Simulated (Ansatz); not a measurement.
# ZnS: pressure 60 GPa

The parent structure is ZnS in the zinc blende structure (space group F-43m, No. 216; a = 5.443 Å).

One thing is altered: cell and atoms relaxed at a pressure of 60 GPa.

Level of theory: PBE/PAW in Ansatz (a first-principles code), spin-orbit coupling left out. Settings: 10×10×10 k-points, 0.05 eV Fermi–Dirac smearing.

The volume per atom drops by 6.31 Å³, from 20.16 Å³ to 13.85 Å³ and the density increases by 1.83 g/cm³ (4.01 g/cm³ → 5.84 g/cm³). The shortest interatomic distance decreases by 0.524 bohr (4.454 bohr → 3.930 bohr) and the band gap grows by 0.35 eV to 2.37 eV. The gap character goes from direct at Γ to indirect, Γ → X and the width of the top valence band increases by 1.70 eV (2.63 eV → 4.33 eV). The electron mass goes from 0.17 mₑ (at Γ) to 1.3 mₑ along k, 0.30 mₑ across (at X) and the hole mass (degenerate bands, along [100]) goes from 0.18, 0.72, 0.72 mₑ (at Γ) to 0.26, 0.43, 0.43 mₑ (at Γ). The valley order (the lowest conduction-band minima on the path, energy above the VBM, named in the base's zone) becomes X along ⟨100⟩ 2.37 eV; Γ 3.74 eV; L along ⟨111⟩ 3.81 eV (base: Γ 2.02 eV; L along ⟨111⟩ 3.26 eV; X along ⟨100⟩ 3.45 eV).

Final structure:

```
ZnS
1.0
    0.00000     2.40137     2.40137
    2.40137     0.00000     2.40137
    2.40137     2.40137     0.00000
S Zn
1 1
Cartesian
  3.60205   3.60205   3.60205
  0.00000   0.00000   0.00000
```

Cost of the whole job for the changed cell (relaxation, final SCF and bands): very roughly 13 core-seconds.

Load acts through the strain it causes; cell and atoms are relaxed under it. Effective masses come from finite differences of ±0.01 Å⁻¹. Along k means along the line from Γ to the band edge. No phonon test of stability was made. Measured, ZnS leaves this structure (for rock salt) near 14.7 GPa (temperature not stated; as listed in Datta, Sujoy, Jana, Debnarayan, arXiv (2020)), on rising pressure, with hysteresis.
